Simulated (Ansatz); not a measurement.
The starting structures come from a database of crystals and need not be the phases stable at ambient conditions.

 Where the default PAW files enter, the runs use the earlier of Ansatz's two default sets.

Inside the gap of an insulator the Bloch states are evanescent, with a wavenumber k + iκ along the transport direction.

Given:

```yaml
crystal:
  lattice:
    - [5.41143, 0.00000, 0.00000]
    - [0.00000, 7.07401, 0.00000]
    - [2.27921, 0.00000, 4.90803]
  atoms:
    - { symbol: Na, position: [0.81394, 0.25000, 0.81394] }
    - { symbol: Na, position: [0.18606, 0.75000, 0.18606] }
    - { symbol: Na, position: [0.50000, 0.00000, 0.50000] }
    - { symbol: Na, position: [0.50000, 0.50000, 0.50000] }
    - { symbol: Cr, position: [0.14580, 0.25000, 0.14580] }
    - { symbol: Cr, position: [0.85420, 0.75000, 0.85420] }
    - { symbol: O, position: [0.74976, 0.56180, 0.74976] }
    - { symbol: O, position: [0.25024, 0.43820, 0.25024] }
    - { symbol: O, position: [0.25024, 0.06180, 0.25024] }
    - { symbol: O, position: [0.74976, 0.93820, 0.74976] }
    - { symbol: O, position: [0.80860, 0.25000, 0.27082] }
    - { symbol: O, position: [0.19140, 0.75000, 0.72918] }
    - { symbol: O, position: [0.72918, 0.75000, 0.19140] }
    - { symbol: O, position: [0.27082, 0.25000, 0.80860] }
```

Space group of this cell: Cmcm. The cell is taken as given; by r2SCAN its mean pressure is -1.0 GPa.

Transport runs along the normal of the first two printed cell vectors.

No gap correction and no spin-orbit coupling; mid-gap values are interpolated between computed energies.

### Question
Compute, with r2SCAN run with Ansatz (a program for electronic structure), the band gap and the smallest decay constant κ at mid-gap.

### Answer
Gap 3.06 eV on a 6×4×6 mesh; κ = 0.541 1/Å, at the zone centre.
